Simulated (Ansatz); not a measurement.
The reference is TiC in the rock salt structure (space group Fm-3m, No. 225; a = 4.2934 Å; relaxed with 0.1 eV smearing). Axes: x, y, z lie along the cube axes.

All numbers come from Kohn–Sham DFT with the PBEsol functional, run in Ansatz (a program for electronic structure) with PAW and 420 eV plane waves, spin-orbit coupling left out.

Strains are applied to the cell and any free atomic positions relax; under biaxial strain the out-of-plane vector relaxes too.

One change was made to it. Results:

The pressure (mean of the normal stresses, compression positive) goes from zero to -7.8 GPa; the energy goes up by 17 meV/atom.

Q: Which of these changes matches the shifts?
A) strain tensor (xx, yy, zz, yz, xz, xy) = (−1.27, −1.07, −1.64, −0.23, +0.72, +0.85) %
B) biaxial strain +0.80 %, plane normal [111], relaxed out of plane
C) biaxial strain +2.22 %, plane normal [110], relaxed out of plane

A: C, biaxial strain +2.22 %, plane normal [110], relaxed out of plane. For comparison, the pressure in the other runs: biaxial strain +0.80 %, plane normal [111], relaxed out of plane gives -2.9 GPa; strain tensor (xx, yy, zz, yz, xz, xy) = (−1.27, −1.07, −1.64, −0.23, +0.72, +0.85) % gives 11.7 GPa.

A biaxial case was relaxed in a doubled cell and then solved in the primitive one. Whether these cells are dynamically stable was not tested. The base started in Pnma and relaxed to Fm-3m at this level. All final runs are without spin polarisation.
